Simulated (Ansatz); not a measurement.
# BaBiO3 in the cubic perovskite structure (space group Pm-3m, No. 221; a cell from a computed database, its experimental status unchecked)

```xyz
5
Lattice="4.3550 0.0000 0.0000 0.0000 4.3550 0.0000 0.0000 0.0000 4.3550" Properties=species:S:1:pos:R:3 pbc="T T T"
Ba     2.1775     2.1775     2.1775
Bi     0.0000     0.0000     0.0000
O      0.0000     2.1775     0.0000
O      2.1775     0.0000     0.0000
O      0.0000     0.0000     2.1775
```

Method: Ansatz (a program for electronic structure), PBEsol, PAW, cutoff 420 eV, no spin-orbit coupling. Settings: 11×11×11 k-points, 0.05 eV Fermi–Dirac smearing.

```yaml
volume_per_atom: 16.52 Å³
density: 7.93 g/cm³
band_gap: zero
total_energy: -3957.759 eV/atom (σ→0; compares only within this code and set-up)
```

No phonon test of stability was made. All final runs are without spin polarisation. An odd electron count without spin: BaBiO3. Many cubic perovskites are stable only at high temperature; tilts and polar distortions were not tested.
